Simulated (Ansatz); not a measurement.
**A computed series for Ta2O5: pressure series**

Start from Ta2O5 (space group Pmmm, No. 47; a cell from a computed database, its experimental status unchecked).

Space group Pmmm (No. 47); a = 3.6700 Å, b = 3.8590 Å, c = 6.4332 Å, α = β = γ = 90.00°

```tsv
atom	site	symmetry	x	y	z
Ta	1d	mmm	0.5000	0.0000	0.5000
Ta	1a	mmm	0.0000	0.0000	0.0000
O	1h	mmm	0.5000	0.5000	0.5000
O	2q	mm2	0.0000	0.0000	0.3207
O	1e	mmm	0.0000	0.5000	0.0000
O	1b	mmm	0.5000	0.0000	0.0000
```

Cell and atoms are relaxed at each pressure.

Computed with PBEsol (Ansatz, a first-principles code, PAW, no spin-orbit coupling).

| change | density | width of the top valence band | shortest interatomic distance |
|---|---|---|---|
| base | 8.05 g/cm³ | 1.55 eV | 1.835 Å |
| pressure −1 GPa | 8.01 g/cm³ | 1.55 eV | 1.837 Å |
| pressure 0.3 GPa | 8.07 g/cm³ | 1.56 eV | 1.835 Å |
| pressure 0.7 GPa | 8.08 g/cm³ | 1.56 eV | 1.834 Å |
| pressure 1.5 GPa | 8.11 g/cm³ | 1.56 eV | 1.833 Å |
| pressure 3 GPa | ? | 1.56 eV | ? |
| pressure 5 GPa | 8.24 g/cm³ | 1.56 eV | 1.828 Å |
| pressure 7.5 GPa | 8.33 g/cm³ | 1.57 eV | 1.824 Å |

Question: Complete the table.

Answer: 
- pressure 3 GPa, density: 8.17 g/cm³
- pressure 3 GPa, shortest interatomic distance: 1.830 Å

Spin-orbit coupling, missing from the scalar runs, can matter with Ta. The levels and masses belong to the bands next to the band gap. Load acts through the strain it causes; cell and atoms are relaxed under it. Stability against distortions was not tested. Competing high-pressure phases were not computed.
